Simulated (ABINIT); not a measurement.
**Equation of state of Sn (space group 141): energy against volume (ABINIT, PBEsol)**

```xyz
2
Lattice="-2.8304 2.8304 1.5438 2.8304 -2.8304 1.5438 2.8304 2.8304 -1.5438" Properties=species:S:1:pos:R:3 pbc="T T T"
Sn     0.0000     0.0000     0.0000
Sn     0.0000     2.8304     0.7719
```

Computed with PBEsol, norm-conserving pseudopotentials (PseudoDojo nc-sr-04 PBEsol standard) (plane waves; ABINIT 10.0.3). Settings: pseudos = [Sn.upf]; ecut = 94 Ry; ixc = -116133; occopt = 3; tsmear = 0.05 eV; ngkpt = 11 11 11; nshiftk = 1; shiftk = 0 0 0; potentials = PseudoDojo nc-sr-04 PBEsol standard; nband = 19; kptopt = 1; nstep = 100; toldfe = 1e-09 Ha. The cell above is the first row's. The rows scale it uniformly. In all rows fractional positions and the k mesh are held. E is the free energy at the stated smearing, counted from the lowest row.

| V (Å^3/atom) | E (meV/atom) |
|---|---|
| 24.7352 | 36.10 |
| 25.2729 | 19.60 |
| 25.8106 | 8.46 |
| 26.3484 | 2.10 |
| 26.8861 | 0.00 |
| 27.4238 | 1.71 |
| 27.9615 | 6.80 |
| 28.4992 | 14.89 |
| 29.0370 | ? |

Fit E against V with the third-order Birch-Murnaghan form, a cubic in V^(-2/3), and predict the withheld value at V = 29.0370.

With u = V^(-2/3) - 0.112, the rows have u = 0.005794, 0.004117, 0.002499, 0.000936, -0.000575, -0.002037, -0.003451, -0.004821. Least squares gives E = 0.339 + 1074.2·u + 863087·u² + 2909296·u³. Residuals (row less fit): -0.003, 0.006, 0.001, -0.003, -0.006, 0.002, 0.009, -0.004; standard error 0.007 (degrees of freedom: 4). Its minimum lies at u = -0.000624, so V0 = (0.111376)^(-3/2) = 26.90. There d²E/du² = 1715000 and d³E/du³ = 1.746e7, so B0 = (4/9) × 26.90^(-7/3) × 1715000 × 0.160218 = 56.3 GPa (the last factor turns the table's units into GPa), and B0' = 4 + (2/3) × 0.111376 × (1.746e7)/1715000 = 4.8. The program's pressures in the fitted runs (not shown) pass through zero at V = 26.90, 0.00 % from this V0. At the withheld row, u = -0.006148, so E = 0.339 + 1074.2 × (-0.006148) + 863087 × (-0.006148)² + 2909296 × (-0.006148)³ = 25.682 meV/atom. The calculation gives 25.65 meV/atom, 0.032 meV/atom below the prediction (0.1 % of the range of E in the table). The row lies outside the fitted rows, so this is an extrapolation. From the scatter of the fitted rows alone, a prediction at this place has a standard error of 0.017 meV/atom, so the miss is 1.9 times that.

Carrying the step between the two nearest rows on in a straight line would have given 22.98, off by 2.67; series whose last step already gives the withheld value aren't shown. The scan was laid around a cell of about the measured size, scaled by a guess for this functional; axis ratios and inner coordinates come from that cell. The runs keep the symmetry of the cell, so they don't test it for distortions. The PBEsol file for Sn was generated anew from PseudoDojo's inputs, some of which were changed. The shape of the cell and the inner coordinates aren't relaxed, so V0 and B0 belong to this uniform scaling; a relaxed crystal lies no higher in energy and is usually softer. Cutoffs and mesh are single choices, not tested for convergence of this quantity. Series with a scatter that would blur these digits, or in which a gap closes, are not shown. Nor are scans whose minimum lies at an end fitted in this form.
